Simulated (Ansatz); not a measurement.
TiAu (P4/nmm), Ansatz (a program for electronic structure) with PBEsol, DFPT electron-phonon coupling, linearised Boltzmann equation. Phonon-limited resistivity 12.6 μΩ·cm at 300 K along x (a = (3.31, 0.00, 0.00) Å; b = (0.00, 3.31, 0.00) Å; c = (0.00, 0.00, 6.01) Å), 17.3 μΩ·cm at 400 K, current-weighted mean free path 9.2 nm, Drude plasma energy 4.41 eV.

Question: Estimate the electronic thermal conductivity at 300 K by the Wiedemann-Franz law (L₀ = 2.44×10⁻⁸ W·Ω/K²).

Answer: L₀T/ρ = 2.44×10⁻⁸ × 300/(12.6×10⁻⁸) = 58.1 W/(m·K). Inelastic scattering puts the true Lorenz number somewhat under L₀ near and below the Debye temperature.

Question: Estimate the resistivity of a 40 nm square wire with diffuse walls from ρ ≈ ρ₀(1 + 3ℓ/4d).

Answer: 1 + 0.75 × 9.2/40 = 1.17, so ρ ≈ 14.8 μΩ·cm and a line 1 μm long has 92.3 Ω. The formula is the free-electron limit for d well above ℓ; grain boundaries add to it.

Question: What temperature coefficient of resistance follows, and how does it compare with 1/T?

Answer: (ρ₄₀₀ − ρ₃₀₀)/(100 K × ρ₃₀₀) = 3.73×10⁻³ K⁻¹, against 1/T = 3.33×10⁻³ K⁻¹ for a resistivity proportional to T. It lies higher because phonons are still being populated at 300 K; impurities would add a constant and lower it.

A metal at this level (no band gap). Only scattering by harmonic phonons is included (no impurities, grain boundaries, electron-electron scattering or thermal expansion). Spin-orbit coupling is left out, which matters with elements this heavy. Halving the electron mesh (24x24x16) moves the resistivity by up to 4 % at 300 K, the mean free path by up to 5 %. Smearing 0.20 eV; phonons on a 4x4x3 q mesh, which this run doesn't test.

Computed structure with no diffraction record at hand here (it may be known, metastable or hypothetical): TiAu (P4/nmm).
